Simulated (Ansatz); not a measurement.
Consider Ga₂O₃ in the corundum structure (space group R-3c, No. 167; a = 4.9499 Å, c = 13.3058 Å (hexagonal axes)). Axes: x lies along a and z along c of the hexagonal cell.

Method: Ansatz (a quantum-chemistry and plane-wave program), LDA, PAW, cutoff 420 eV, no SOC.

Strains are applied to the cell and any free atomic positions relax.

One change was made to it. Results:

| quantity | base | after |
|---|---|---|
| shortest interatomic distance | 1.911 Å | 1.894 Å |
| energy relative to the base (free energy F) | 0 meV/atom | +4.2 meV/atom |

Q: Which of these changes matches the shifts?
(A) tensor shear ε_xz = +1.60 %
(B) tensor shear ε_xz = +0.80 %
(C) tensor shear ε_xz = +2.00 %
(D) tensor shear ε_xz = +1.20 %
(E) tensor shear ε_xz = +0.40 %

A: C, tensor shear ε_xz = +2.00 %. For comparison, the energy relative to the base in the other runs: tensor shear ε_xz = +1.60 % gives +2.7 meV/atom; tensor shear ε_xz = +0.80 % gives +0.7 meV/atom; tensor shear ε_xz = +1.20 % gives +1.5 meV/atom; tensor shear ε_xz = +0.40 % gives +0.2 meV/atom.

No phonon test of stability was made.
